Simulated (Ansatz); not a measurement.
Consider ZrSi$_{2}$ (space group Cmcm, No. 63).

```cif
data_Si4Zr2
_chemical_formula_sum 'Si4 Zr2'
_space_group_name_H-M_alt 'P 1'
_space_group_IT_number 1
_cell_length_a 7.62601
_cell_length_b 7.62601
_cell_length_c 3.67900
_cell_angle_alpha 90.000
_cell_angle_beta 90.000
_cell_angle_gamma 151.885
loop_
_space_group_symop_operation_xyz
  'x, y, z'
loop_
_atom_site_label
_atom_site_type_symbol
_atom_site_fract_x
_atom_site_fract_y
_atom_site_fract_z
_atom_site_occupancy
Si1 Si 0.94686 0.05314 0.75000 1
Si2 Si 0.05314 0.94686 0.25000 1
Si3 Si 0.24979 0.75021 0.75000 1
Si4 Si 0.75021 0.24979 0.25000 1
Zr1 Zr 0.60539 0.39461 0.75000 1
Zr2 Zr 0.39461 0.60539 0.25000 1
```

Computed with Ansatz (an electronic-structure program), PBE, PAW, cutoff 420 eV, without spin-orbit coupling, earlier PAW set.

One change was made to it. Results:

```tsv
quantity	base	after
band gap	zero	zero
shortest interatomic distance	2.420 Å	2.364 Å
```

### Question
Which of these changes matches the shifts?
A) pressure 30 GPa
B) pressure −1 GPa
C) pressure 9 GPa
D) pressure 4.5 GPa

### Answer
A, pressure 30 GPa. For comparison, the shortest interatomic distance in the other runs: pressure 9 GPa gives 2.396 Å; pressure 4.5 GPa gives 2.406 Å; pressure −1 GPa gives 2.424 Å.

Load acts through the strain it causes; cell and atoms are relaxed under it. Stability against distortions was not tested. Competing high-pressure phases were not computed. The final runs are not spin-polarised.
